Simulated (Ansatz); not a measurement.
# A computed series for hypothetical diamond Zn: thickness series

Consider Zn in the diamond structure (space group Fd-3m, No. 227; a = 5.655 Å; a hypothetical phase, not in the database extracts checked). Axes: x, y, z lie along the cube axes.

Free-standing slabs (2 atom(s) a layer) normal to [110] with 15 Å of vacuum; in-plane cell held at bulk.

The values are results of PBEsol in Ansatz (plane waves to 420 eV, PAW, spin-orbit coupling left out), not measurements.

Notes on the quantities. layer's space group: with vacuum.

```tsv
case	band gap	layer's space group	shortest interatomic distance	thickness between the outermost nuclei
base	zero	–	2.449 Å	–
1 layer	0.48 eV	Pmma (No. 51)	2.822 Å	–
2 layers	zero	Pmna (No. 53)	(withheld)	2.00 Å
3 layers	zero	Pmma (No. 51)	(withheld)	3.83 Å
4 layers	zero	Pmna (No. 53)	2.364 Å	5.58 Å
5 layers	zero	Pmma (No. 51)	(withheld)	8.02 Å
6 layers	zero	Pmna (No. 53)	(withheld)	9.84 Å
7 layers	zero	Pmma (No. 51)	2.419 Å	11.78 Å
```

Question: Complete the table.

Answer: 
- 2 layers, shortest interatomic distance: 2.433 Å
- 3 layers, shortest interatomic distance: 2.412 Å
- 5 layers, shortest interatomic distance: 2.435 Å
- 6 layers, shortest interatomic distance: 2.421 Å

Whether these cells are dynamically stable was not tested.

Ansatz is a first-principles code.
